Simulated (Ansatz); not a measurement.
Consider NiO in the rock salt structure (space group Fm-3m, No. 225; a = 4.191 Å; ferromagnetic). Axes: x, y, z lie along the cube axes.

Computed with r2SCAN (Ansatz, a first-principles code), without spin-orbit coupling, earlier PAW set.

Strains are applied to the cell and any free atomic positions relax; under biaxial strain the out-of-plane vector relaxes too.

One change was made to it. Results:

| quantity | base | after |
|---|---|---|
| band gap | 0.85 eV | 0.60 eV |
| energy relative to the base (free energy F) | 0 meV/atom | +6.7 meV/atom |

Q: Name the change that was made.
A. biaxial strain −3.58 %, plane normal [110], relaxed out of plane
B. biaxial strain +0.42 %, plane normal [001], relaxed out of plane
C. biaxial strain −1.60 %, plane normal [001], relaxed out of plane
D. biaxial strain −3.45 %, plane normal [110], relaxed out of plane

A: C, biaxial strain −1.60 %, plane normal [001], relaxed out of plane. For comparison, the band gap in the other runs: biaxial strain +0.42 %, plane normal [001], relaxed out of plane gives 0.84 eV; biaxial strain −3.58 %, plane normal [110], relaxed out of plane gives 0.51 eV; biaxial strain −3.45 %, plane normal [110], relaxed out of plane gives 0.52 eV.

Stability against distortions was not tested. No Hubbard U is applied and the magnetic state is the run's own (NiO ferromagnetic); other magnetic orders, which need larger cells, were not tried and can change the gap. A gap here joins edges of opposite spin (a spin-flip gap). In its common phase, real NiO is an antiferromagnetic insulator at low temperature.
